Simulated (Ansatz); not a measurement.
For Sn (model structure, started from the beta-W type, Pm-3n, No. 223, 8 atoms in the cell), PBEsol (Ansatz, a first-principles code, plane waves, PAW) gives:

| Item | Result |
|---|---|
| lattice parameter a | 5.997 Å |
| bulk modulus | 52.7 GPa |
| cohesive energy | 3.48 eV/atom |

Task: What does r²SCAN in Ansatz (PAW) give for the same quantities?

Result: 
- lattice constant a: 6.062 Å (grows by 1.1 %)
- bulk modulus: 48.1 GPa (decreases by 8.7 %)
- cohesive energy: 2.95 eV/atom (decreases by 0.53 eV/atom)

Changes are worked out from the printed values.

Unless a cell is named, each level is at its own relaxed cell (PBEsol 26.96, r²SCAN 27.84 Å³/atom).

Levels without +SOC leave out spin–orbit coupling, which shifts energies and cells of such heavy elements.

Caveats: the bulk modulus is −V dP/dV from two relaxed cells at ±2 % in volume (PBEsol, r²SCAN). Ansatz's density-functional and Hartree–Fock values are scalar-relativistic unless marked +SOC, with PAW data made under PBE.

A model structure was made by putting elements into a prototype or built by hand; it is no filed structure, need not be a known phase, and can be a saddle point held by its symmetry.
